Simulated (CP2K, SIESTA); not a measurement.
A SIESTA input for a self-consistent single point of Cu₃N (Pm-3m, 4 atoms in the cell) (DFT, GGA PBE, numerical atomic orbitals TZP, PseudoDojo PBE standard norm-conserving potentials (rewritten from UPF to PSML)):

```
# files in the folder: Cu.psml N.psml (PseudoDojo PBE standard)
SystemName  Cu3N
SystemLabel siesta

NumberOfAtoms                4
NumberOfSpecies              2
%block ChemicalSpeciesLabel
  1 29 Cu
  2 7 N
%endblock ChemicalSpeciesLabel
LatticeConstant              1.0 Bohr
%block LatticeVectors
     7.104143796    0.000000000    0.000000000
     0.000000000    7.104143796    0.000000000
     0.000000000    0.000000000    7.104143796
%endblock LatticeVectors
AtomicCoordinatesFormat      Bohr
%block AtomicCoordinatesAndAtomicSpecies
     0.000000000    0.000000000    3.552071898  1
     3.552071898    0.000000000    0.000000000  1
     0.000000000    3.552071898    0.000000000  1
     0.000000000    0.000000000    0.000000000  2
%endblock AtomicCoordinatesAndAtomicSpecies

XC.functional                GGA
XC.authors                   PBE
PAO.BasisSize                TZP
PAO.EnergyShift              0.005 Ry
MeshCutoff                   350 Ry
%block kgrid.MonkhorstPack
    7   0   0  0.0
    0   7   0  0.0
    0   0   7  0.0
%endblock kgrid.MonkhorstPack
OccupationFunction           MP
OccupationMPOrder            0
ElectronicTemperature        0.272 eV

MaxSCFIterations             150
SCF.Mixer.Method             Pulay
SCF.Mixer.Weight             0.25
SCF.Mixer.History            6
SCF.DM.Tolerance             1.0E-04
Diag.ParallelOverK           true
WriteForces                  true
Charge.Mulliken              end
```

Translate this input to CP2K.

This is the input that was run; spellings and numerical settings could be chosen otherwise.

```
&GLOBAL
  PROJECT run
  RUN_TYPE ENERGY_FORCE
  PRINT_LEVEL MEDIUM
&END GLOBAL
&FORCE_EVAL
  METHOD Quickstep
  STRESS_TENSOR ANALYTICAL
  &DFT
    BASIS_SET_FILE_NAME BASIS_MOLOPT
    POTENTIAL_FILE_NAME GTH_POTENTIALS
    &QS
      METHOD GPW
      EPS_DEFAULT 1E-10
    &END QS
    &MGRID
      CUTOFF 600
      REL_CUTOFF 50
      NGRIDS 5
    &END MGRID
    &SCF
      SCF_GUESS ATOMIC
      EPS_SCF 1E-6
      MAX_SCF 100
      ADDED_MOS 7
      &DIAGONALIZATION
        ALGORITHM STANDARD
      &END DIAGONALIZATION
      &MIXING
        METHOD BROYDEN_MIXING
        ALPHA 0.3
        NBUFFER 12
        BETA 1.5
      &END MIXING
      &SMEAR ON
        METHOD GAUSSIAN
        SIGMA [eV] 0.272
      &END SMEAR
    &END SCF
    &KPOINTS
      SCHEME MONKHORST-PACK 7 7 7
    &END KPOINTS
    &XC
      &XC_FUNCTIONAL PBE
      &END XC_FUNCTIONAL
    &END XC
    &PRINT
      &MO
        EIGENVALUES T
        OCCUPATION_NUMBERS T
        NDIGITS 8
        FILENAME mo
        &EACH
          QS_SCF 0
        &END EACH
        ADD_LAST NUMERIC
      &END MO
      &MULLIKEN ON
      &END MULLIKEN
    &END PRINT
  &END DFT
  &SUBSYS
    &CELL
      A 3.75935100 0.00000000 0.00000000
      B 0.00000000 3.75935100 0.00000000
      C 0.00000000 0.00000000 3.75935100
      PERIODIC XYZ
    &END CELL
    &COORD
      SCALED
      Cu       0.00000000     0.00000000     0.50000000
      Cu       0.50000000     0.00000000     0.00000000
      Cu       0.00000000     0.50000000     0.00000000
      N        0.00000000     0.00000000     0.00000000
    &END COORD
    &KIND Cu
      BASIS_SET DZVP-MOLOPT-SR-GTH
      POTENTIAL GTH-PBE-q11
    &END KIND
    &KIND N
      BASIS_SET DZVP-MOLOPT-SR-GTH
      POTENTIAL GTH-PBE-q5
    &END KIND
  &END SUBSYS
  &PRINT
    &FORCES ON
    &END FORCES
    &STRESS_TENSOR ON
    &END STRESS_TENSOR
  &END PRINT
&END FORCE_EVAL
```

Basis settings and potentials, where a program has them, do not carry over. This input uses DFT PBE, GPW, DZVP-MOLOPT-SR-GTH basis, GTH-PBE potentials (GTH_POTENTIALS). Both were run: pressure 7.25 GPa in SIESTA and 9.80 in CP2K; gap on the mesh 1.006 eV in SIESTA and 1.013 in CP2K.

On CP2K: the starting cell comes from a database of computed structures (which also holds hypothetical and non-ambient phases and stackings), without a prior relaxation at this level. Its lattice was rescaled by a random factor within 2.5 % of one. For this run, on top of that: lattice scaled by 0.98. Values carry the incompleteness of an atom-centred basis. With a pressure of about 10 GPa the cell is away from its equilibrium volume at this level.

On SIESTA: the starting cell comes from a database of computed structures (which also holds hypothetical and non-ambient phases and stackings), without a prior relaxation at this level. Its lattice was rescaled by a random factor within 2.5 % of one. For this run, on top of that: lattice scaled by 0.98. Values carry the incompleteness of an atom-centred basis. With a pressure of about 7 GPa the cell is away from its equilibrium volume at this level.
